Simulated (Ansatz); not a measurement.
**A computed series for WSi2: response to strain**

The parent structure is WSi$_{2}$ (space group I4/mmm, No. 139; a = 3.202 Å, c = 7.818 Å; relaxed with 0.1 eV smearing).

Strains are applied to the cell and any free atomic positions relax.

All numbers come from Ansatz (an electronic-structure program), PBEsol, PAW, cutoff 420 eV, no SOC.

Notes on the quantities. energy relative to the base: free energy F.

```json
[
 {"case": "base", "shortest interatomic distance": "2.588 Å", "energy relative to the base": "0 meV/atom"},
 {"case": "isotropic strain −2.50 %", "shortest interatomic distance": "2.540 Å", "energy relative to the base": "+59 meV/atom"},
 {"case": "isotropic strain −2.00 %", "shortest interatomic distance": "2.550 Å", "energy relative to the base": "+37 meV/atom"},
 {"case": "isotropic strain −1.50 %", "shortest interatomic distance": "2.560 Å", "energy relative to the base": "+21 meV/atom"},
 {"case": "isotropic strain −0.50 %", "shortest interatomic distance": "2.579 Å", "energy relative to the base": "+2.2 meV/atom"},
 {"case": "isotropic strain +1.00 %", "shortest interatomic distance": "2.606 Å", "energy relative to the base": "+8.4 meV/atom"},
 {"case": "isotropic strain +1.50 %", "shortest interatomic distance": "2.615 Å", "energy relative to the base": "+19 meV/atom"},
 {"case": "isotropic strain +2.00 %", "shortest interatomic distance": "2.623 Å", "energy relative to the base": "+33 meV/atom"},
 {"case": "isotropic strain +2.50 %", "shortest interatomic distance": "2.631 Å", "energy relative to the base": "+50 meV/atom"},
 {"case": "isotropic strain +3.00 %", "shortest interatomic distance": "2.639 Å", "energy relative to the base": "+71 meV/atom"}
]
```

No phonon test of stability was made. All final runs are without spin polarisation.
